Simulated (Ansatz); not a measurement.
The starting structures come from a database of crystals and need not be the phases stable at ambient conditions.

By PBEsol, the system below comes out a metal.

Without scattering a metal conducts by its projected Fermi surface.

Given:

```
Li
1.0
    3.07867     0.00000     0.00000
   -1.53934     2.66621     0.00000
    1.53933     0.88874     7.45648
Li
3
Direct
  0.44594   0.22297   0.33109
  0.55406   0.77703   0.66891
  0.00000   0.00000   0.00000
```

The cell is taken as given.

The current flows along the normal of the first two printed cell vectors, the (001) plane of the conventional cell. No spin-orbit coupling; the value is a mean over 0.1 eV about the Fermi level.

Problem. Compute, with PBEsol run with Ansatz (a quantum-chemistry and plane-wave program), the ballistic conductance per area.

Solution. 0.80 × 10¹⁵ S/m² for both spins.
